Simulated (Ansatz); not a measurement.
A set of cells, compared by their Bader charge of O.

Cell A: Cu2O (Pn-3m), 6 atoms in the cell; spin state with PBE: run without spin, k-point mesh 8×8×8 on the run's own vectors.
```cif
data_Cu4O2
_chemical_formula_sum 'O2 Cu4'
_space_group_name_H-M_alt 'P 1'
_space_group_IT_number 1
_cell_length_a 4.29894
_cell_length_b 4.29894
_cell_length_c 4.29894
_cell_angle_alpha 90.000
_cell_angle_beta 90.000
_cell_angle_gamma 90.000
loop_
_space_group_symop_operation_xyz
  'x, y, z'
loop_
_atom_site_label
_atom_site_type_symbol
_atom_site_fract_x
_atom_site_fract_y
_atom_site_fract_z
_atom_site_occupancy
O1 O 0.00000 0.00000 0.00000 1
O2 O 0.50000 0.50000 0.50000 1
Cu1 Cu 0.75000 0.25000 0.75000 1
Cu2 Cu 0.25000 0.75000 0.75000 1
Cu3 Cu 0.75000 0.75000 0.25000 1
Cu4 Cu 0.25000 0.25000 0.25000 1
```

Cell B: Al2O3 (corundum, R-3c), 10 atoms in the cell, k-point mesh 8×8×8 on the run's own vectors.
```
CELL_PARAMETERS angstrom
     -2.40407     4.16396     0.00000
     -4.80813     0.00000     0.00000
     -2.40407     1.38799     4.37356
ATOMIC_POSITIONS crystal
  Al 0.35213 0.35213 0.94360
  Al 0.85213 0.85213 0.44360
  Al 0.64787 0.64787 0.05640
  Al 0.14787 0.14787 0.55640
  O  0.55617 0.94383 0.25000
  O  0.25000 0.55617 0.25000
  O  0.44383 0.05617 0.75000
  O  0.05617 0.75000 0.75000
  O  0.75000 0.44383 0.75000
  O  0.94383 0.25000 0.25000
```

Computed with Ansatz (plane waves, PAW), its PAW set soft_1, cutoff 420 eV, 500 eV for r2SCAN. The structures are at rest with PBE; other levels are single points on them. HSE06 runs on coarser k-point meshes. Neutral cells; Fermi-Dirac smearing of at most 0.05 eV in the solids, energies taken to zero width. The lattices are those relaxed with PBE, so at other levels the solids can be strained, which adds to the spread. No structure search was made; lower ones may exist. No Hubbard U is applied. A dispersion term ran beside these levels; it doesn't touch the electrons. Electrons of density maxima off the nuclei are shared among the atoms. Mean over the atoms, with the range where they differ; positive means electrons lost.

Q: Predict the Bader charge of O (e) of each cell with HSE06.

A: 
```
cell  HSE06
----  -----
A     -1.16
B     -1.72
```

With HSE06 the value of A exceeds that of B by 0.56 e.

Q: How do the other levels compare?

A: 
| cell | PBE | r2SCAN |
|---|---|---|
| A | -1.08 | -1.14 |
| B | -1.70 | -1.73 |

With PBE the value of A exceeds that of B by 0.62 e. With r2SCAN the value of A exceeds that of B by 0.59 e.

Ansatz is an electronic-structure program.
